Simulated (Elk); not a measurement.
Input and output of a self-consistent single point for LuNi₄Sn (F-43m, 6 atoms in the cell) (Elk).

Computed with LDA (PW92), all-electron FP-LAPW, Elk's shipped species files, APW+lo basis with extra local orbitals (Elk).

The change in words: lattice scaled by 0.98. Reference geometry:
```yaml
crystal:
  lattice:
    - [0.00000, 3.48219, 3.48219]
    - [3.48219, 0.00000, 3.48219]
    - [3.48219, 3.48219, 0.00000]
  atoms:
    - { symbol: Lu, position: [0.00000, 0.00000, 0.00000] }
    - { symbol: Ni, position: [0.62479, 0.62479, 0.62479] }
    - { symbol: Ni, position: [0.12563, 0.62479, 0.62479] }
    - { symbol: Ni, position: [0.62479, 0.62479, 0.12563] }
    - { symbol: Ni, position: [0.62479, 0.12563, 0.62479] }
    - { symbol: Sn, position: [0.25000, 0.25000, 0.25000] }
```

Reference input (self-consistent single point, DFT, LDA (PW92), all-electron FP-LAPW, Elk's shipped species files, APW+lo basis with extra local orbitals): rgkmax = 7.5; stype = 0; swidth = 0.00499791 Ha; ngridk = 6 6 6; tforce = true; gmaxvr = 18 1/bohr; lmaxapw = 10; lmaxo = 8; nxlo = 2; lorbcnd = true; lradstp = 2; nrmtscf = 2. This run's input differs from it in these lines:

```diff
@@ -46,5 +46,5 @@
 avec
-    0.0000000000    3.4821870000    3.4821870000
-    3.4821870000    0.0000000000    3.4821870000
-    3.4821870000    3.4821870000    0.0000000000
+    0.0000000000    3.4125430000    3.4125430000
+    3.4125430000    0.0000000000    3.4125430000
+    3.4125430000    3.4125430000    0.0000000000
```

The program printed (abridged):

```
│ Self-consistent loop started │
│ Loop number : 1 │
 total energy                :     -26842.3627652
│ Loop number : 2 │
 total energy                :     -26842.9215363
RMS change in Kohn-Sham potential (target) :   0.3214972212     (  0.1000000000E-05)
Absolute change in total energy (target)   :   0.5587710930     (  0.1000000000E-03)
│ Loop number : 3 │
 total energy                :     -26836.0517385
RMS change in Kohn-Sham potential (target) :   0.2609827555     (  0.1000000000E-05)
Absolute change in total energy (target)   :    6.730105023     (  0.1000000000E-03)
│ Loop number : 4 │
   [... lines left out ...]
Absolute change in total energy (target)   :   0.1019920252E-02 (  0.1000000000E-03)
│ Loop number : 17 │
 total energy                :     -26819.7693323
RMS change in Kohn-Sham potential (target) :   0.1704922545E-06 (  0.1000000000E-05)
Absolute change in total energy (target)   :   0.1792483854E-03 (  0.1000000000E-03)
│ Loop number : 18 │
 total energy                :     -26819.7693384
RMS change in Kohn-Sham potential (target) :   0.8461936247E-07 (  0.1000000000E-05)
Absolute change in total energy (target)   :   0.3875097900E-04 (  0.1000000000E-03)
Convergence targets achieved

│ Loop number : 19 │

Energies :
 Fermi                       :     0.359746054013
 total energy                :     -26819.7693242

Density of states at Fermi energy :    139.6571663
 (states/Hartree/unit cell)

Estimated indirect band gap :   0.2957860789E-02
 from k-point      9 to k-point      2
Estimated direct band gap   :   0.3716432989E-02
 at k-point      5

Charges :
 core                        :    124.0000000
 valence                     :    109.0000000
 interstitial                :    6.387268557
 muffin-tins (core leakage)
  species :    1 (Lu)
   atom    1                 :    69.74035013     (  0.6667010481E-06)
  species :    2 (Ni)
   atom    1                 :    27.12534439     (  0.6530856683E-03)
   atom    2                 :    27.12534439     (  0.6530856683E-03)
   [... lines left out ...]
   total force               :     0.00037892   -0.00037892    0.00037892
   total magnitude           :     0.00065631
 species :    3 (Sn)
  atom :    1
   Hellmann-Feynman          :     0.00000000    0.00000000    0.00000000
   IBS                       :     0.00000000   -0.00000000   -0.00000000
   total force               :     0.00000000   -0.00000000    0.00000000
   total magnitude           :     0.00000000
```

The run converged in 19 iterations. The count includes the last loop, which Elk runs after its targets are met. 

The starting cell comes from a database of computed structures (which also holds hypothetical and non-ambient phases and stackings), without a prior relaxation at this level. Its lattice was rescaled by a random factor within 2.5 % of one. For this run, on top of that: lattice scaled by 0.98. Spin-orbit coupling is off. Spin polarisation is off. Values depend on the basis (sphere radii, cutoffs, local orbitals), which need not be converged. The log's line on a gap gives a spacing of levels on this mesh, which the program prints for metals too.

Cost on one core of a shared machine: roughly 5 min.
